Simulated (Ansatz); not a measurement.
```
Ta9N9Si16
1.0
    7.73406    -0.00065    -0.16419
    0.00008     5.47003    -0.02261
    2.03527    -1.47748    25.34543
Si N Ta
32 18 18
Direct
  0.53202   0.57879   0.10851
  0.03032   0.57228   0.12166
  0.78700   0.32587   0.10895
  0.27999   0.32705   0.11612
  0.83839   0.03236   0.03423
  0.25152   0.07401   0.03973
  0.05218   0.72949   0.03990
  0.55253   0.85786   0.03913
  0.00292   0.62139   0.26652
  0.50467   0.61892   0.26592
  0.25463   0.37157   0.26639
  0.75339   0.36869   0.26413
  0.27363   0.09545   0.19098
  0.76355   0.09836   0.18675
  0.52000   0.83719   0.18828
  0.01634   0.86122   0.19250
  0.47377   0.67002   0.41928
  0.97633   0.65757   0.41754
  0.72324   0.41780   0.41655
  0.22730   0.41164   0.41901
  0.73936   0.14106   0.34086
  0.23989   0.14237   0.34231
  0.98992   0.89161   0.34265
  0.48915   0.89271   0.34193
  0.92416   0.75593   0.57396
  0.43584   0.68808   0.56878
  0.17878   0.48372   0.56327
  0.71543   0.42289   0.57266
  0.20682   0.17591   0.49476
  0.71537   0.19040   0.49211
  0.46782   0.94132   0.49683
  0.95832   0.93026   0.49226
  0.33042   0.11218   0.65939
  0.67114   0.76924   0.65865
  0.99483   0.42563   0.66390
  0.99519   0.96715   0.71278
  0.30957   0.64757   0.71608
  0.64946   0.30867   0.71537
  0.96727   0.44854   0.77913
  0.30450   0.10431   0.77542
  0.63927   0.78032   0.77676
  0.62481   0.35836   0.83616
  0.95911   0.02697   0.83617
  0.28942   0.68906   0.83701
  0.61032   0.82700   0.89624
  0.95389   0.49395   0.89776
  0.27013   0.15346   0.89571
  0.26755   0.71189   0.95095
  0.59269   0.36148   0.95730
  0.90804   0.05761   0.96314
  0.16808   0.30210   0.71491
  0.49119   0.95812   0.71219
  0.83901   0.63084   0.71503
  0.18567   0.76320   0.64887
  0.50262   0.46552   0.65676
  0.82163   0.08012   0.65754
  0.81040   0.66730   0.83920
  0.15448   0.33254   0.83467
  0.47595   0.00156   0.83467
  0.78137   0.13803   0.77736
  0.10935   0.80529   0.77759
  0.45101   0.46842   0.77541
  0.43873   0.04041   0.95181
  0.74363   0.67288   0.95570
  0.11408   0.39479   0.95708
  0.42539   0.50120   0.89953
  0.77504   0.18589   0.89823
  0.07960   0.85502   0.90278
```

The first 32 atoms are the substrate (Si), the rest the film (TaN-rs).

Level of theory: PBE (plane waves to 420 eV, PAW; Ansatz, a first-principles code). Scalar-relativistic, without spin–orbit coupling; the runs are not spin-polarised; PBE gaps are too small against experiment. Its k-point mesh 4×5×1, Fermi–Dirac width 0.05 eV.

Q: Describe the bonding at the interfaces and give the barriers.

A: A periodic stack without vacuum, rock-salt TaN (1 1 0) on silicon (1 1 0) (film strained to the substrate, faces as cut): substrate slab Si32, film N18Ta18, surface cells [[0, 2], [-1, 0]] and [[-1, 2], [-1, -1]], film strained by +1.1 and +1.1 %, faces Si/Si and NTa/NTa as cut (like faces can put a slab off its formula).
interface area: 42.3 Å²
period: 25.38 Å
gaps between the outermost planes at the two interfaces: 1.90 and 1.80 Å
Si–Ta contacts across the interfaces within 1.22 times the sum of covalent radii: 14, mean 2.80 Å
N–Si contacts across the interfaces within 1.22 times the sum of covalent radii: 1, mean 1.87 Å
hole barrier (PBE): 0.19 eV
electron barrier (PBE): 0.42 eV
